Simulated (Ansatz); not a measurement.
Pressure series in MgF2

Consider MgF2 in the rutile structure (space group P4_2/mnm, No. 136; a = 4.6260 Å, c = 3.0492 Å).

Cell and atoms are relaxed at each pressure.

Level of theory: r2SCAN (Ansatz, a program for electronic structure; PAW; 500 eV plane waves; no SOC), earlier PAW set.

```json
[
 {"pressure (GPa)": "-2", "band gap (eV)": "7.92"},
 {"pressure (GPa)": "-1", "band gap (eV)": "?"},
 {"pressure (GPa)": "0", "band gap (eV)": "8.06"},
 {"pressure (GPa)": "3", "band gap (eV)": "8.25"},
 {"pressure (GPa)": "7", "band gap (eV)": "8.48"},
 {"pressure (GPa)": "15", "band gap (eV)": "8.88"}
]
```

Problem. Fit E_g = E₀ + αP + βP² to the rows shown and predict the withheld row.

Solution. Least squares on the printed values gives E₀ = 8.06 eV, α = 65.9 meV/GPa, β = -0.74 meV/GPa² (largest residual 0.00 eV); this predicts 7.99 eV, and the run gives 7.99 eV, in agreement.

Load acts through the strain it causes; cell and atoms are relaxed under it. Stability against distortions was not tested. No other phases were tried under pressure.
